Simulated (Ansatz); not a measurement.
Co on the Ti site (Co_Ti) in rock-salt TiC (start: the Ti site; 64-site cell, 4×4×4 shifted sampling), Ti-rich (Δμ(Ti) = -0.33 eV, Δμ(Co) = -0.48 eV, bounded by Ti2C (Fd-3m), TiCo (Pm-3m); only phases computed here count, gases as isolated molecules at 0 K). Method: PBE, PAW (plane waves to 420 eV; Ansatz, a program for electronic structure). In charge state 0 (moment quenched μB) the formation energy is 4.26 eV. The crystal has 4.92 × 10^22 Ti sites per cm³.

Q: Estimate the equilibrium concentration at 1100 K in the dilute limit, leaving out vibrational entropy and degeneracy.

A: kT = 0.0948 eV; c = N exp(−E_f / kT) = 4.92 × 10^22 × exp(−44.9) ≈ 1 × 10^3 cm^-3. An error of 0.2 eV in E_f moves this by a factor of 8.
